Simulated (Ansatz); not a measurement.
Relaxation of cell and atoms of NaMnCl3 (R-3, 10 atoms in the cell) at several settings

```xyz
10
Lattice="3.2955 1.9027 6.2090 -3.2955 1.9027 6.2090 0.0000 -3.8053 6.2090" Properties=species:S:1:pos:R:3 pbc="T T T"
Na     0.0000     0.0000     2.6991
Na     0.0000     0.0000    15.9279
Mn     0.0000     0.0000     6.3462
Mn     0.0000     0.0000    12.2808
Cl    -0.8829     1.9626     7.6563
Cl    -1.2582    -1.7459     7.6563
Cl     2.1411    -0.2167     7.6563
Cl     0.8829    -1.9626    10.9707
Cl     1.2582     1.7459    10.9707
Cl    -2.1411     0.2167    10.9707
```
Moments meant for the start (each program seeds them in its own way; μB, in the order of the atoms Na Na Mn Mn Cl Cl Cl Cl Cl Cl): 0.0 0.0 4.0 4.0 0.0 0.0 0.0 0.0 0.0 0.0.

Base: Ansatz (a program for electronic structure) with PBEsol, default PAW files made with PBE. Its settings: kpoints.mp_grid.grid = 3 3 3; hamiltonian.xc = pbesol; hamiltonian.pseudopotentials = {kind: paw} (the program's default PAW files); magnetization.spin_polarized = true; scf.occupations.method = cold; scf.occupations.width = 0.272 eV. Starting volume 23.36 Å³ per atom.

Each line gives the change from the base single point and the result:

- relax: default → cell and atoms: pressure -0.03 GPa; largest force (vector length) 0.008 eV/Å; final cell a = b = c = 7.230 Å, α = β = γ = 53.64°; final volume per atom 22.75 Å³; relaxation steps 6; free energy against the base single point -5.4 meV/atom.
- hamiltonian.dispersion: default → d3bj; relax: default → cell and atoms [DFT, PBEsol-D3BJ, plane waves, default PAW files made with PBE]: pressure 0.01 GPa; largest force (vector length) 0.003 eV/Å; final cell a = b = c = 7.086 Å, α = β = γ = 54.09°; final volume per atom 21.68 Å³; relaxation steps 5.

The starting cell comes from a database of published, mostly measured structures (it also holds non-ambient and calculated ones), without a prior relaxation at this level. The magnetic order is the one reached from the typed start; others were not searched systematically. The program warned that, by what it read of turns of the moments, another magnetic order lies lower. Ansatz's pressure includes its estimate of the finite-basis (Pulay) stress.

Left out of this page: 1 run of the series outside the window shown, repeating another row's setting, or not comparable.

Keys are those of Ansatz 0.2.
